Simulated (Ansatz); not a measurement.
Where the default PAW files enter, the runs use the earlier of Ansatz's two default sets.

Given:

```xyz
2
Lattice="2.9656 0.0000 0.0000 0.0000 2.9656 0.0000 1.4828 -1.4828 2.0970" Properties=species:S:1:pos:R:3 pbc="T T T"
Mg     0.0000     0.0000     0.0000
O      1.4828     1.4828     0.0000
```

Space group of this cell: Fm-3m, rock salt. The cell is taken as given; by r2SCAN its mean pressure is 1.7 GPa.

These are r2SCAN (plane waves, PAW; Ansatz, an electronic-structure program) values and carry that method's errors.

The current runs along the normal of the first two printed vectors; no spin-orbit coupling. Scaled by the factor s: both lengths across the current (ions clamped). Meshes 14×14×14 and 10×10 across the current in all rows.

```json
[
 {"s": "0.98", "mean pressure (GPa)": "9.4", "band gap (eV)": "6.17"},
 {"s": "1.00", "mean pressure (GPa)": "1.7", "band gap (eV)": "5.78"},
 {"s": "1.02", "mean pressure (GPa)": "-4.6", "band gap (eV)": "?"}
]
```

Take the slope of the band gap against ln s from the two given rows, extrapolate to s = 1.02, and say what the run there gives.

Slope = (6.17 − 5.78) / ln 0.98 = -19.3 eV. The line gives 5.78 + (-19.3) × ln 1.02 = 5.40 eV. The run gives 5.36 eV, 0.04 eV under the line, 10 % of the predicted step.
